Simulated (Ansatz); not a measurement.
## Hypothetical fluorite TaGe2: Ta → W

Consider TaGe$_{2}$ in the fluorite structure (space group Fm-3m, No. 225; a = 6.190 Å; a hypothetical phase, not in the database extracts checked).

The change: every Ta is replaced by W, then cell and atoms are relaxed.

The values are results of PBEsol (Ansatz, an electronic-structure program; PAW; 420 eV plane waves; no spin-orbit coupling), earlier PAW set, not measurements. Γ-centred 13×13×13 mesh, Fermi–Dirac width 0.05 eV.

The volume per atom falls by 1.32 Å³, from 19.76 Å³ to 18.44 Å³ and the density rises by 0.74 g/cm³ to 9.88 g/cm³. The lattice parameter a shrinks by 0.266 bohr (11.697 bohr → 11.431 bohr) and the space group is still Fm-3m (No. 225). The shortest interatomic distance shrinks by 0.115 bohr to 4.950 bohr and the band gap stays zero.

Stability against distortions was not tested. As relaxed here, WGe2 is a hypothetical phase, not in the database extracts checked. All final runs are without spin polarisation. An odd electron count without spin: TaGe2. WGe2 and TaGe2 have a high density of states at the Fermi level and may be magnetic at this level.
